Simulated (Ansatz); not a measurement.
Ti_Si in silicon: one set of geometries, relaxed with PBE, evaluated in Ansatz (PAW, plane waves to 420 eV, 500 eV under r2SCAN) with PBE, r2SCAN.

Details: 64-site cell; 2×2×2 shifted k-points; start: the Si site; no Hubbard U; not converged in cell size.

```
quantity                                                     PBE       r2SCAN
-----------------------------------------------------  ---------  -----------
host gap (eV)                                               0.61   (withheld)
ε(+1/0) above the VBM (eV)                             not bound  not settled
neutral formation energy against silicon, hcp Ti (eV)       2.18   (withheld)
```

Given the lower rungs, what does r2SCAN give?


- host gap (eV), r2SCAN: 0.79
- neutral formation energy against silicon, hcp Ti (eV), r2SCAN: 2.03

"Not bound" means that the carrier spreads over host band states in this cell; a shallow level, bound over tens of ångströms, can't be resolved here.

Ansatz is a quantum-chemistry and plane-wave program.
